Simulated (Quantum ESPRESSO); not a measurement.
Input and output of a self-consistent single point for W (Im-3m, 1 atom in the cell) (Quantum ESPRESSO).

Level of theory: PBE, PseudoDojo standard norm-conserving (PBE) pseudopotentials (plane waves; Quantum ESPRESSO).

The change in words: lattice scaled by 0.98. Reference geometry:
```xyz
1
Lattice="1.5459 1.5459 1.5459 -1.5459 1.5459 1.5459 -1.5459 -1.5459 1.5459" Properties=species:S:1:pos:R:3 pbc="T T T"
W      0.0000     0.0000     0.0000
```

Reference input (self-consistent single point, DFT, PBE, plane waves, PseudoDojo standard norm-conserving (PBE) pseudopotentials): ecutwfc = 75 Ry; occupations = smearing; smearing = fermi-dirac; degauss = 0.0073499 Ry; potentials = {W: W.upf}; K_POINTS = automatic 12 12 12 0 0 0; conv_thr = 1e-10 Ry. This run's input differs from it in these lines:

```diff
@@ -10,3 +10,3 @@
   ibrav = 3,
-  celldm(1) = 5.84254941,
+  celldm(1) = 5.72570008,
   nat = 1,
```

The program printed (abridged):

```
     Self-consistent Calculation

     iteration #  1     ecut=    75.00 Ry     beta= 0.70

     Threshold (ethr) on eigenvalues was too large:
     Diagonalizing with lowered threshold

     total energy              =    -151.67478630 Ry
     estimated scf accuracy    <       0.02675495 Ry

     iteration #  2     ecut=    75.00 Ry     beta= 0.70

     total energy              =    -151.67919647 Ry
     estimated scf accuracy    <       0.00086277 Ry

     iteration #  3     ecut=    75.00 Ry     beta= 0.70

     total energy              =    -151.67928011 Ry
     estimated scf accuracy    <       0.00006124 Ry

   [... 4 blocks of this kind left out ...]

     iteration #  8     ecut=    75.00 Ry     beta= 0.70

     total energy              =    -151.67928669 Ry
     estimated scf accuracy    <          4.4E-10 Ry

     iteration #  9     ecut=    75.00 Ry     beta= 0.70
     End of self-consistent calculation

     the Fermi energy is    26.1070 ev

!    total energy              =    -151.67928669 Ry
     estimated scf accuracy    <          2.6E-12 Ry
     smearing contrib. (-TS)   =      -0.00105331 Ry
     internal energy E=F+TS    =    -151.67823338 Ry

     convergence has been achieved in   9 iterations

     Forces acting on atoms (cartesian axes, Ry/au):

     atom    1 type  1   force =     0.00000000    0.00000000    0.00000000

     Total force =     0.000000     Total SCF correction =     0.000000

          total   stress  (Ry/bohr**3)                   (kbar)     P=      603.25
   0.00410082   0.00000000  -0.00000000          603.25        0.00       -0.00
   0.00000000   0.00410082   0.00000000            0.00      603.25        0.00
  -0.00000000   0.00000000   0.00410082           -0.00        0.00      603.25

   JOB DONE.
```

The run converged in 9 iterations. Against the reference run the free energy rises by 247 meV/atom and the pressure goes from 31.76 to 60.33 GPa.

The starting cell has typed, rounded lattice constants, without a prior relaxation at this level. Its lattice was rescaled by a random factor within 2.5 % of one. For this run, on top of that: lattice scaled by 0.98. Spin polarisation is off. With a pressure of about 60 GPa the cell is away from its equilibrium volume at this level.
